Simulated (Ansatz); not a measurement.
Base system: SnO₂ in the rutile structure (space group P4_2/mnm, No. 136; a = 4.7692 Å, c = 3.2120 Å).

Structures relaxed with plane-wave PAW DFT at the PBEsol level (Ansatz, a program for electronic structure, 420 eV), no spin-orbit coupling.

Base:

Simulated powder pattern, Cu Kα1, λ = 1.54056 Å (kinematic, ideal powder, no thermal factors, no anomalous dispersion; the 8 strongest lines at most, above 2 %, up to 2θ = 90°):

| 2θ (°) | I/Imax (%) | hkl |
|---|---|---|
| 26.41 | 100 | (110) |
| 33.61 | 81 | (101) |
| 37.69 | 23 | (200) |
| 51.38 | 66 | (211) |
| 54.36 | 16 | (220) |
| 61.43 | 15 | (310) |
| 64.18 | 15 | (112) |
| 65.45 | 20 | (301) |

After one change:

Simulated powder pattern, Cu Kα1, λ = 1.54056 Å (kinematic, ideal powder, no thermal factors, no anomalous dispersion; the 8 strongest lines at most, above 2 %, up to 2θ = 90°):

```
2θ (°)  I/Imax (%)
------  ----------
25.62          100
32.61           80
36.55           23
49.78           67
52.66           16
59.45           15
62.10           16
63.32           20
```

Which change produced these results?
A) isotropic strain +2.40 %
B) isotropic strain +1.20 %
C) isotropic strain +3.00 %
D) isotropic strain +0.60 %

C, isotropic strain +3.00 %. Its volume per atom is 13.31 Å³ against 12.18 Å³, and its space group is P4_2/mnm (No. 136).

Stability against distortions was not tested. The final runs are not spin-polarised.
